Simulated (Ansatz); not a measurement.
Abridged Ansatz (an electronic-structure program) output:

```
Pseudopotential: Sc, paw, valence charge 11
Pseudopotential: Pt, paw, valence charge 18
Crystal: 2 atoms, lattice volume = 34.645 Å³
Basis set: ecut = 420 eV, 691 PW (Γ), exchange–correlation on 48×48×48 points (8 copies of the dense FFT grid, shifted against one another)
Bands: 19, of which v1, the nominal top of the filled ones, is band 15 counted from 1 (14 counted from 0)
Symmetry: 48 space group operations
k-points: 120 of 2744
Functional: x = pbesol(κ = 0.804, μ = 0.12345679012345678), c = pbesol(β = 0.046)
SCF iter   1: F=—  HF=-14497.615127 eV  |F-HF|=—  |Δ(HF+E_count)|=         —  Δρ=7.38e-3  dr2=2.16e-2  ethr=1.77e-3  ⟨swp⟩=4.3  Hψ=8973  notcnv=0
SCF iter   2: F=—  HF=-14497.611405 eV  |F-HF|=—  |Δ(HF+E_count)|=   3.72e-3  Δρ=3.86e-3  dr2=6.22e-3  ethr=7.45e-5  ⟨swp⟩=2.0  Hψ=3784  notcnv=0  defer=4
SCF 1 converged in 6 iterations: F = -14497.609898 eV  dr2 = 1.29e-11
SCF converged after 6 iterations
Free energy (F): -14497.609898 eV
Internal energy: -14497.600884 eV  (E = F + TS)
E sigma→0 (E₀):  -14497.605391 eV
Entropy (-TS):   -0.009015 eV (-4.507 meV/atom)
Fermi energy:    17.215170 eV
--- Forces (eV/Å), atoms counted from 1 ---
  atom   1  Sc     0.00000000    -0.00000000    -0.00000000
  atom   2  Pt    -0.00000000     0.00000000     0.00000000
--- Stress (GPa, compression-positive) ---
       -0.000678       0.000000       0.000000
       -0.000000      -0.000678       0.000000
        0.000000       0.000000      -0.000678
  P = ⅓ Tr σ = -0.0007 GPa (-0.007 kbar)
```

What was computed, and what are the main results?

ScPt, 2 atoms in the cell, with PBEsol (Ansatz; PAW; 420 eV plane waves; without spin-orbit coupling). The last SCF converged to F = -14497.609898 eV, or -7248.8049 eV per atom, at a pressure of 0.00 GPa. The total energy compares only with runs of the same code, potentials and settings.

Stability against distortions was not tested. All final runs are without spin polarisation. The cell is ScPt in the CsCl type structure (space group Pm-3m, No. 221).
